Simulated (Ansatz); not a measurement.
Start from LiCl in the rock salt structure (space group Fm-3m, No. 225).

```
CELL_PARAMETERS angstrom
      0.00000     2.53210     2.53210
      2.53210     0.00000     2.53210
      2.53210     2.53210     0.00000
ATOMIC_POSITIONS crystal
  Li 0.00000 0.00000 0.00000
  Cl 0.50000 0.50000 0.50000
```

Calculations: PBEsol (Ansatz, a quantum-chemistry and plane-wave program), no SOC.

Base values:

| Item | Result |
|---|---|
| Valley order | Γ 6.35 eV; L along ⟨111⟩ 6.58 eV; X along ⟨100⟩ 7.78 eV |
| Density | 2.17 g/cm³ |
| Shortest interatomic distance | 2.532 Å |

One thing is altered: cell and atoms relaxed at a pressure of 10 GPa.

Q: What does the calculation give for the valley order after the change?

A: The valley order (the lowest conduction-band minima on the path, energy above the VBM, named in the base's zone) changes from Γ 6.35 eV; L along ⟨111⟩ 6.58 eV; X along ⟨100⟩ 7.78 eV to L along ⟨111⟩ 6.71 eV; X along ⟨100⟩ 7.53 eV; Γ 7.66 eV.

Q: How does this affect the density?

A: The density goes up by 0.45 g/cm³, from 2.17 g/cm³ to 2.62 g/cm³.

Q: How does this affect the shortest interatomic distance?

A: The shortest interatomic distance drops by 0.155 Å to 2.377 Å.

The levels and masses belong to the bands next to the band gap. Load acts through the strain it causes; cell and atoms are relaxed under it. Whether these cells are dynamically stable was not tested. No other phases were tried under pressure.
